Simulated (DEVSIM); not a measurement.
**CdTe p-n junction from an implanted or diffused profile**

Structure: CdTe p-n junction from an implanted or diffused profile, at 250 K.

```tsv
layer (left to right)	material	thickness (μm)	Nd (cm⁻³)	τn (s)	τp (s)
1	CdTe	4.60	8.3e16	1.4e-9	1.4e-9
```

Added acceptor profile: 3.2e18 cm⁻³ × exp(−(x − 0 μm)²/(2·(0.023 μm)²)). Left contact: ohmic. Right contact: ohmic. Voltage is applied to the left contact. Recombination: SRH at mid-gap, Auger. Mobility is constant in doping.

The device is made up for the run: typed textbook-type constants, with dimensions and the other settings drawn at random. Values at 300 K; Nc and Nv go as T^1.5, mobilities as T to minus their exponent, the gap by Varshni's rule with the affinity fixed.

```csv
parameter,CdTe
gap (eV),1.5
affinity (eV),4.28
permittivity,10.2
Nc (cm⁻³),8e17
Nv (cm⁻³),1.8e19
μn (cm²/Vs),1000
μp (cm²/Vs),80
T exponent of μn,1.7
T exponent of μp,1.5
Cn (cm⁶/s),1e-30
Cp (cm⁶/s),1e-30
Varshni α (eV/K),0.00031
Varshni β (K),108
```

Simulated with DEVSIM: 1D drift-diffusion, Boltzmann statistics, complete ionisation; no tunnelling, impact ionisation, image-force lowering or self-heating.

```json
{
 "potential_step_across_the_device_at_zero_bias": "1.439 V",
 "Dark forward voltage at 1 A/cm²": "1.178 V",
 "Dark forward voltage at 100 A/cm²": "1.283 V"
}
```

Dark forward current:

```json
[
 {"V (V)": "0.05", "J (A/cm²)": "1.1e-13"},
 {"V (V)": "0.10", "J (A/cm²)": "4.3e-13"},
 {"V (V)": "0.20", "J (A/cm²)": "4.9e-12"},
 {"V (V)": "0.25", "J (A/cm²)": "1.6e-11"},
 {"V (V)": "0.35", "J (A/cm²)": "1.7e-10"},
 {"V (V)": "0.40", "J (A/cm²)": "5.7e-10"},
 {"V (V)": "0.50", "J (A/cm²)": "6.1e-9"},
 {"V (V)": "0.55", "J (A/cm²)": "2.0e-8"},
 {"V (V)": "0.60", "J (A/cm²)": "6.7e-8"},
 {"V (V)": "0.70", "J (A/cm²)": "7.4e-7"},
 {"V (V)": "0.75", "J (A/cm²)": "2.5e-6"},
 {"V (V)": "0.85", "J (A/cm²)": "2.8e-5"},
 {"V (V)": "0.90", "J (A/cm²)": "9.7e-5"},
 {"V (V)": "0.95", "J (A/cm²)": "0.00035"},
 {"V (V)": "1.05", "J (A/cm²)": "0.0063"},
 {"V (V)": "1.10", "J (A/cm²)": "0.038"},
 {"V (V)": "1.20", "J (A/cm²)": "2.7"},
 {"V (V)": "1.25", "J (A/cm²)": "25"},
 {"V (V)": "1.35", "J (A/cm²)": "910"},
 {"V (V)": "1.40", "J (A/cm²)": "2200"}
]
```

Dark reverse current:

| V (V) | J (A/cm²) |
|---|---|
| -0.40 | -2.5e-13 |
| -1.00 | -5.2e-13 |
| -2.00 | -8.8e-13 |
| -3.00 | -1.2e-12 |
| -4.00 | -1.4e-12 |
| -6.00 | -1.9e-12 |
